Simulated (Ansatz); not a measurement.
**BP: band gap against strain**

BP (zinc blende, F-43m, 11.319 Å³/atom at rest) under an equal strain ε in the (111) plane with the normal axis free, as in a coherent film. LDA in Ansatz, a plane-wave DFT program (PAW, default set), 420 eV, 13×13×13 Γ-centred mesh, Fermi-Dirac smearing 0.05 eV; ions are relaxed within the symmetry of each cell. Gaps are the smallest over the k-mesh and a band path, without spin-orbit coupling; in all rows the valence edge lies at Γ and the conduction edge at about 1.2 Å⁻¹ from Γ.

Here s stands for strain and Eg for gap.

| strain (%) | gap (eV) |
|---|---|
| 0.00 | 1.14 |
| 0.42 | 1.12 |
| 0.83 | 1.10 |
| 1.25 | 1.08 |
| 2.50 | ? |

Using a straight line, estimate the missing Eg at s = 2.50 from the other rows, showing the fit.

Means: s 0.62500, Eg 1.110. About the means, the sum of products is -0.041600 and the sum of squares of s is 0.86530; the slope is their ratio. Least squares gives Eg = 1.140 - 0.0481·s. Residuals (row less fit): 0.000, 0.000, 0.000, 0.000; standard error 0.000 (degrees of freedom: 2). Over these rows the gap moves by -4.8 ± 0.3 eV per unit strain. At the withheld row, Eg = 1.140 - 0.0481 × 2.50 = 1.020 eV. The calculation gives 1.02 eV, which the fit meets to the printed digits. The row lies outside the fitted rows, so this is an extrapolation. The fitted rows scatter only by rounding.

Rows are the converged runs of the series near zero and its far end; series whose fitted rows scatter by over a few per cent of the range, as at a crossing or softening among them, aren't shown in this form. Most that stay on the fit to the last digits aren't either.
